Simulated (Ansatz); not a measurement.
System: fluorite CoSi2. Method: PBEsol in Ansatz (PAW).

A relaxed, unreconstructed slab of the (111) face has 18 atoms, two equal faces of 12.220 Å² each and an energy of -38023.6844 eV. A bulk cell of 9 atoms with the same orientation and in-plane k mesh has -19013.1706 eV. Energies are extrapolated to zero smearing.

Run with plane-wave cutoff 500 eV, 18×18×1 k mesh (along the axes of the cell as run), Fermi–Dirac smearing 0.05 eV, scalar-relativistic PAW data made under PBE.

Worked out: γ = (E_slab − N E_bulk per atom)/2A = [-38023.6844 − 18 × (-19013.1706/9)]/(2 × 12.220) = 0.1087 eV/Å². With 16.022 J/m² per eV/Å² this is 1.74 J/m², or 1.33 eV per surface cell and face.

Ansatz is a program for electronic structure.
